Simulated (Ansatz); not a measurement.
**A computed series for CdTe: pressure series**

Take CdTe in the zinc blende structure (space group F-43m, No. 216; a = 6.6180 Å) as the base.

Cell and atoms are relaxed at each pressure.

All numbers come from Kohn–Sham DFT with the PBE functional, run in Ansatz (a program for electronic structure) with PAW and 420 eV plane waves, without spin-orbit coupling.

Candidates:
(a) pressure 30 GPa
(b) pressure 15 GPa
(c) pressure 4.5 GPa
(d) pressure −2 GPa
(e) pressure 22.5 GPa

Base values:

- Band gap: 0.59 eV

Problem. Order them by band gap, lowest first.

Solution. (d) pressure −2 GPa (0.39 eV), (c) pressure 4.5 GPa (0.89 eV), (b) pressure 15 GPa (1.32 eV), (e) pressure 22.5 GPa (1.52 eV), (a) pressure 30 GPa (1.68 eV)

With Te present, leaving out spin-orbit coupling can change the band edges. Load acts through the strain it causes; cell and atoms are relaxed under it. No phonon test of stability was made. Measured, CdTe leaves this structure (for cinnabar) near 3.53 GPa (temperature not stated; as listed in Datta, Sujoy, Jana, Debnarayan, arXiv (2020)), on rising pressure, with hysteresis.
